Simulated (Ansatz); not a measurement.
The starting structures come from a database of crystals and need not be the phases stable at ambient conditions.

 Where the default PAW files enter, the runs use the earlier of Ansatz's two default sets.

By PBEsol, the system below comes out a metal.

```
Ru5Si3
1.0
    4.02254     0.00000     0.00000
    0.00000     9.78204     0.00000
    0.00000     0.00000     5.24660
Si Ru
6 10
Cartesian
  0.00000   0.00000   0.00000
  0.00000   4.89102   2.62330
  2.01127   8.44787   1.94255
  2.01127   1.33417   3.30405
  2.01127   6.22519   4.56585
  2.01127   3.55685   0.68075
  0.00000   4.89102   0.00000
  0.00000   0.00000   2.62330
  0.00000   7.56201   0.82618
  0.00000   2.22003   4.42042
  0.00000   7.11105   3.44948
  0.00000   2.67099   1.79712
  2.01127   5.96137   1.75310
  2.01127   3.82067   3.49350
  2.01127   8.71169   4.37640
  2.01127   1.07035   0.87020
```

Space group of this cell: Pbam. The cell is taken as given; by PBEsol its mean pressure is -3.0 GPa.

The current flows along the normal of the first two printed cell vectors. No spin-orbit coupling; the value is a mean over 0.1 eV about the Fermi level.

Estimate the ballistic conductance per area that PBEsol run with Ansatz (a quantum-chemistry and plane-wave program) returns for this system.

0.43 × 10¹⁵ S/m² for both spins.
